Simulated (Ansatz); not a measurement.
# RbBr under a change: biaxial strain −1.00 %, plane normal [001], relaxed out of plane

Base system: RbBr in the rock salt structure (space group Fm-3m, No. 225; a = 6.843 Å). Axes: x, y, z lie along the cube axes.

One thing is altered: biaxial strain −1.00 %, plane normal [001], relaxed out of plane (Cartesian); in-plane vectors clamped, the third vector and the atoms free.

Level of theory: PBEsol in Ansatz (plane waves to 420 eV, PAW, without spin-orbit coupling). Γ-centred 8×8×8 mesh, Fermi–Dirac width 0.05 eV.

| quantity | base | changed | shift |
|---|---|---|---|
| volume per atom | 40.06 Å³ | 39.37 Å³ | -0.69 Å³ |
| space group | Fm-3m (No. 225) | I4/mmm (No. 139) | – |
| energy relative to the base (free energy F) | 0 meV/atom | +1.0 meV/atom | +1.0 meV/atom |
| pressure (mean of the normal stresses, compression positive) | 0.01 GPa | 0.27 GPa | +0.26 GPa |
| band gap | 4.22 eV | 4.26 eV | +0.034 eV |
| gap character | direct at Γ | direct at Γ | – |
| electron mass | 0.36 mₑ (at Γ) | 0.36 mₑ (at Γ) | – |
| valence-band top at Γ (three highest levels, from the VBM) | 0.00, 0.00, 0.00 eV | 0.00, 0.00, -0.02 eV | – |
| valley order (the lowest conduction-band minima on the path, energy above the VBM, named in the base's zone) | Γ 4.22 eV; X along ⟨100⟩ 5.50 eV | Γ 4.26 eV; X along [100] 5.46 eV; X along [001] 5.48 eV | – |
| out-of-plane strain | – | +0.27 % | – |
| ratio −ε⊥/ε∥ | – | 0.27 | – |
| mean in-plane stress (compression positive) | – | +0.4 GPa | – |

Final structure (turned so that z lies along the plane normal):

```
CELL_PARAMETERS angstrom
      4.79054     0.00000     0.00000
      0.00000     4.79054     0.00000
      2.39527    -2.39527     3.43092
ATOMIC_POSITIONS crystal
  Rb 0.00000 0.00000 0.00000
  Br 0.50000 0.50000 0.00000
```

Masses are band curvatures over ±0.01 Å⁻¹ around the edge. Stability against distortions was not tested. Labels are those of the standard path for the cell's own space group.

Ansatz is an electronic-structure program.
